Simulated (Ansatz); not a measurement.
Input and output of a relaxation of cell and atoms for LaCu2 (P6/mmm, 3 atoms in the cell) (Ansatz, a program for electronic structure).

Computed with PBEsol, default PAW files made with PBE (plane waves; Ansatz).

The change in words: atoms on their sites; basis.ecutwfc: 420 eV → 250 eV; relax: default → cell and atoms. Reference geometry:
```xyz
3
Lattice="4.3132 0.0000 0.0000 -2.1566 3.7353 0.0000 0.0000 0.0000 3.8625" Properties=species:S:1:pos:R:3 pbc="T T T"
La     0.0000     0.0000     0.0500
Cu     0.0000     2.4902     1.9313
Cu     2.1566     1.2451     1.9313
```

Reference input (self-consistent single point, DFT, PBEsol, plane waves, default PAW files made with PBE): basis.ecutwfc = 420 eV; kpoints.mp_grid.grid = 9 9 9; hamiltonian.xc = pbesol; hamiltonian.pseudopotentials = {kind: paw} (the program's default PAW files); scf.occupations.method = fermi_dirac; scf.occupations.width = 0.1 eV. This run's input differs from it in these lines:

Ansatz 0.2 input:
```diff
@@ -6,3 +6,3 @@
   atoms:
-    - { symbol: La, position: [0.000000, 0.000000, 0.012945] }
+    - { symbol: La, position: [0.000000, 0.000000, 0.000000] }
     - { symbol: Cu, position: [0.333333, 0.666667, 0.500000] }
@@ -10,3 +10,3 @@
 basis:
-  ecutwfc: 420.0 eV
+  ecutwfc: 250.0 eV
 kpoints:
@@ -18,2 +18,4 @@
   occupations: { method: fermi_dirac, width: 0.1 eV }
+relax:
+  cell: {}
 output:
```

Output (repeated stretches shortened):

```
   [... SCF lines of the steps left out ...]
relax step   1: F+E_penalty+E_count = -19334.05582154 eV  Δ(F+E_penalty+E_count) = +0.000e0 eV  max|allowed force component| = 1.542e-17 eV/Å  Δτ_max = 0.0000 Å  P = -3.135 GPa  Ω = 62.230 Å³  (8 SCF iters, dr2 threshold 1.00e-7 eV, accepted)
relax step   2: F+E_penalty+E_count = -19335.77208259 eV  Δ(F+E_penalty+E_count) = -1.716e0 eV  max|allowed force component| = 4.163e-17 eV/Å  Δτ_max = 0.0000 Å  P = +25.523 GPa  Ω = 58.555 Å³  energy of the carried Pulay correction = +2.025e0 eV  [...]
   [... lines left out ...]
relax step  64: F+E_penalty+E_count = -19334.07065985 eV  Δ(F+E_penalty+E_count) = +7.545e-3 eV  max|allowed force component| = 3.238e-17 eV/Å  Δτ_max = 0.0000 Å  P = +0.002 GPa  Ω = 59.361 Å³  energy of the carried Pulay correction = -7.547e-3 eV  [...]
relax step  65: F+E_penalty+E_count = -19334.08279292 eV  Δ(F+E_penalty+E_count) = -1.213e-2 eV  max|allowed force component| = 2.853e-17 eV/Å  Δτ_max = 0.0000 Å  P = +0.016 GPa  Ω = 59.361 Å³  stress off target by 4.70e-2 GPa  SCF on the basis [...]
basis re-selected at this cell: Δ(F+E_penalty+E_count) = -1.213e-2 eV, ΔP = +0.014 GPa vs the last step
the relaxation is at rest under the 24 symmetry operations that the run kept from its start: a minimum is not shown …
Free energy (F): -19334.082793 eV
Internal energy: -19334.019504 eV  (E = F + TS)
E sigma→0 (E₀):  -19334.051148 eV
Entropy (-TS):   -0.063289 eV (-21.096 meV/atom)
Fermi energy:    13.417823 eV
--- Forces (eV/Å), atoms counted from 1 ---
  atom   1  La     0.00000000    -0.00000000     0.00000000
   [... zero for the other atoms too ...]
   [... lines left out ...]
  cell:  # Å, volume = 59.3607 Å³
    - [4.263681492377472, -2.8536157787283194e-7, 0.0]
    - [-2.1318404990583604, 3.6924566287252274, 0.0]
    - [0.0, 0.0, 3.770500179136236]
  atoms:
    - { symbol: La, position: [6.67979266137695e-35, 1.959227602751786e-34, 0.0] }
    - { symbol: Cu, position: [0.3333333333333334, 0.6666666666666666, 0.5] }
    - { symbol: Cu, position: [0.6666666666666667, 0.3333333333333333, 0.5] }
```

The run converged. 

Summary of the result:
- Free energy E − TS (on the zero of these files) = -19334.0828 eV
- Fermi level (on the code's own zero) = 13.42 eV
- Pressure = 0.02 GPa
- Final cell = a = 4.2637 Å, b = 4.2637 Å, c = 3.7705 Å, α = 90.00°, β = 90.00°, γ = 120.00°
- Final volume per atom = 19.79 Å³
- Relaxation steps = 65

The starting cell comes from a database of computed structures (which also holds hypothetical and non-ambient phases and stackings), without a prior relaxation at this level. Its lattice was rescaled by up to half a per cent. Spin polarisation is off. The relaxation keeps the symmetry of its start, so its end need not be a minimum. Ansatz's pressure includes its estimate of the finite-basis (Pulay) stress. Without the estimate this run gives -90.24 GPa. The cutoff lies below the one recommended for these files.

Cost on one core of a shared machine: roughly 4 min.
